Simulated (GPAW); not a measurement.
# A series of runs on CuGaSe2 (I-42d, 8 atoms in the cell)

```yaml
crystal:
  lattice:
    - [-2.77695, 2.77695, 5.45490]
    - [2.77695, -2.77695, 5.45490]
    - [2.77695, 2.77695, -5.45490]
  atoms:
    - { symbol: Ga, position: [0.50000, 0.50000, 0.00000] }
    - { symbol: Ga, position: [0.25000, 0.75000, 0.50000] }
    - { symbol: Cu, position: [0.00000, 0.00000, 0.00000] }
    - { symbol: Cu, position: [0.75000, 0.25000, 0.50000] }
    - { symbol: Se, position: [0.87500, 0.87500, 0.50000] }
    - { symbol: Se, position: [0.12500, 0.62500, 0.00000] }
    - { symbol: Se, position: [0.37500, 0.37500, 0.50000] }
    - { symbol: Se, position: [0.62500, 0.12500, 0.00000] }
```

Base run A: PBE, GPAW PAW datasets PBE (gpaw-data 1.0.1) run with GPAW, self-consistent single point.

Its settings: mode = pw; ecut = 800 eV; xc = PBE; kpts = 3 3 3; mesh shift (steps) = 0 0 0; occupations.name = methfessel-paxton; occupations.width = 0.05 eV; occupations.order = 0; nbands = -8; convergence.density = 1e-05 e/electron; convergence.bands = -6; symmetry.symmorphic = false; symmetry.tolerance = 0.0005; maxiter = 120.

The starting cell has typed, rounded lattice constants, without a prior relaxation at this level. Its lattice was rescaled by a random factor within 2.5 % of one. In the base run, with a pressure of about 6 GPa the cell is away from its equilibrium volume at this level.

Absolute energies have different zeros for different potentials, functionals, Hubbard and dispersion terms and are not compared across them.

Runs:
- B: setups: default → {Cu: :d,1.0} [PBE+U]
- C: setups: default → {Cu: :d,2.0} [PBE+U]
- D: setups: default → {Cu: :d,3.0} [PBE+U]
- E: setups: default → {Cu: :d,4.0} [PBE+U]
- F: setups: default → {Cu: :d,5.0} [PBE+U]
- G: setups: default → {Cu: :d,6.0} [PBE+U]
- H: setups: default → {Cu: :d,7.0} [PBE+U]
- I: setups: default → {Cu: :d,8.0} [PBE+U]

```
run  pressure (GPa)  largest force (eV/Å)  gap on the mesh (eV)
---  --------------  --------------------  --------------------
A              6.28                 0.472                 0.412
B              6.37                 0.430                 0.502
C               [?]                 0.388                 0.591
D              6.57                 0.346                 0.677
E              6.67                 0.306                 0.761
F              6.77                 0.266                 0.842
G               [?]                 0.229                 0.920
H              6.98                 0.190                 0.994
I              7.09                 0.154                   [?]
```

Task: Some entries are withheld; supply them.

Result: 
- C, pressure (GPa): 6.47
- G, pressure (GPa): 6.88
- I, gap on the mesh (eV): 1.065
